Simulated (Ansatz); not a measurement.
```xyz
2
Lattice="11.0000 0.0000 0.0000 0.0000 11.0000 0.0000 0.0000 0.0000 4.6000" Properties=species:S:1:pos:R:3 pbc="T T T"
Cu     5.5000     5.5000     0.0000
Cu     5.5000     5.5000     2.3000
```

Method: PBE (plane waves to 420 eV, PAW; Ansatz, an electronic-structure program). Mesh 1×1×66. No spin polarisation, so a magnetic state wasn't tested. It repeats along c; a and b span vacuum. A model structure. Only distortions within the start's symmetry and period were free. Pairing along the axis, which can open a gap, is among the distortions not tried. Buckling under compression is shut out by symmetry and the short period.

Q: Say what this body is, and give its properties.

A: Free linear chain of Cu atoms. A hypothetical model.
| Item | Value |
|---|---|
| PBE gap | none (under 0.01 eV) |
| work function (PBE) | 5.26 eV |
| axial stiffness dF/dε | 21 nN |
